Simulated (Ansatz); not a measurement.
Problem. Name crystals whose resistivity at 300 K lies between 24 and 38 μΩ·cm and whose logarithmic mean phonon energy lies between 7.8 and 12.1 meV, by PBEsol, DFPT electron-phonon coupling, linearised Boltzmann equation (Ansatz, a program for electronic structure).

Solution. Many crystals can fit; among those computed here:
- LuZn (Pm-3m): 30 μΩ·cm, 11.9 meV
- Hf (P6_3/mmc): 30 μΩ·cm, 10.9 meV
- RhTe2 (P-3m1): 31 μΩ·cm, 9.7 meV

Metals; harmonic phonons alone scatter; means over directions. Halving the electron mesh moves these values by up to 8 %; q meshes are mostly untested. Some of the runs warned that the eigensolver left states short of its tolerance. Spin-orbit coupling is left out.

Formula and space group known from diffraction (Crystallography Open Database), not checked to be the room-temperature form: LuZn (Pm-3m), RhTe2 (P-3m1). The missing spin-orbit coupling matters most for Hf (P6_3/mmc), LuZn (Pm-3m).
